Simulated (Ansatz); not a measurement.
Start from HfS$_{2}$ in the CdI2 type structure (space group P-3m1, No. 164; a = 3.547 Å, c = 5.577 Å; layered, stacked along the Cartesian z axis). Axes: x lies along a and z along c of the hexagonal cell.

All numbers come from PBEsol-D3(BJ) (Ansatz, a program for electronic structure, PAW, scalar-relativistic without spin-orbit coupling).

Base values:

```
Property                              Result
---------------------  ---------------------
Valence-band top at Γ  0.00, -0.29, -0.29 eV
Band gap                             0.45 eV
Volume per atom                     20.26 Å³
Pressure                            0.01 GPa
```

One thing is altered: compressive biaxial strain of 2.26 % in the plane normal to [001], as in epitaxy on a mismatched substrate; the out-of-plane cell vector and the atoms relax.

Task: What does the calculation give for the valence-band top at Γ after the change?

Result: The valence-band top at Γ (three highest levels, from the VBM) becomes 0.00, -0.09, -0.09 eV (base: 0.00, -0.29, -0.29 eV).

Task: How does this affect the band gap?

Result: The band gap shrinks by 0.192 eV, from 0.45 eV to 0.25 eV.

Task: How does this affect the volume per atom?

Result: The volume per atom shrinks by 0.775 Å³ (20.26 Å³ → 19.48 Å³).

Task: Estimate the effect on the pressure.

Result: The pressure (mean of the normal stresses, compression positive) goes up by 2.91 GPa (0.01 GPa → 2.92 GPa).

Spin-orbit coupling, missing from the scalar runs, can matter with Hf. No phonon test of stability was made. A zero or small gap of HfS2 under biaxial strain −2.26 %, plane normal [001], relaxed out of plane can be the functional's error rather than a property of the material.
